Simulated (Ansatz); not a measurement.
Base system: CaS in the rock salt structure (space group Fm-3m, No. 225; a = 5.712 Å).

Calculations: PBE (Ansatz, an electronic-structure program; PAW; 420 eV plane waves; no spin-orbit coupling).

One change was made to it. Results:

The electron mass goes from 1.4 mₑ along k, 0.31 mₑ across (at X) to 1.4 mₑ along k, 0.27 mₑ across (at X); the band gap decreases by 0.355 eV, from 2.38 eV to 2.03 eV; the hole mass (degenerate bands, along [100]) goes from 0.23, 1.2, 1.2 mₑ (at Γ) to 0.21, 1.1, 1.1 mₑ (at Γ); the gap character remains indirect, Γ → X; the width of the top valence band grows by 0.29 eV to 1.82 eV.

What was done to the base?
A. pressure 1.5 GPa
B. pressure 10 GPa
C. pressure −1 GPa

B, pressure 10 GPa. For comparison, the band gap in the other runs: pressure −1 GPa gives 2.42 eV; pressure 1.5 GPa gives 2.33 eV.

Load acts through the strain it causes; cell and atoms are relaxed under it. Effective masses come from finite differences of ±0.01 Å⁻¹. Along k means along the line from Γ to the band edge. Stability against distortions was not tested. Competing high-pressure phases were not computed.
